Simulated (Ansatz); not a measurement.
The starting structures come from a database of crystals and need not be the phases stable at ambient conditions.

## Evanescent states of RuSe$_{2}$ (Pa-3, not sure to be the ambient phase, 12 atoms a cell, 17.7 Å³ an atom) along the normal of (110)

Computed with r2SCAN (plane waves, PAW; Ansatz, an electronic-structure program).

The gap is the functional's own, uncorrected, and κ follows it; spin-orbit coupling is left out. Mid-gap values are interpolated between the computed energies.

Energies count from the valence-band top; κ is the least over a 6×4 mesh across the current.

```tsv
E (eV)	κ (1/Å)	where
0.03	0.076	off Γ
0.07	0.118	off Γ
0.12	0.143	off Γ
0.17	0.156	Γ
0.23	0.148	Γ
0.28	0.138	Γ
0.33	0.127	Γ
0.38	0.113	Γ
0.42	0.096	Γ
0.47	0.073	Γ
0.53	0.037	Γ
```

**Question.** How thick must the barrier be to attenuate the transmission by 10^8 when the electrodes' Fermi level lies at 0.12 eV, and what attenuation does that film give at 0.53 eV?

**Answer.** d = 8 ln 10 / (2 × 0.143) = 64.4 Å. At 0.53 eV it gives 8 × 0.037/0.143 = 2.1 decades.
